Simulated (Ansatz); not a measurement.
The reference is K in the bcc (W type) structure (space group Im-3m, No. 229; a = 5.215 Å).

Method: PBEsol/PAW in Ansatz (a quantum-chemistry and plane-wave program), scalar-relativistic without spin-orbit coupling.

Base values:

Lattice parameter a: 5.215 Å

Modification: a hydrostatic pressure of 0.7 GPa.

**Question.** What does the calculation give for the lattice parameter a after the change?

**Answer.** The lattice parameter a falls by 0.244 Å, from 5.215 Å to 4.971 Å.

Load acts through the strain it causes; cell and atoms are relaxed under it. No phonon test of stability was made.
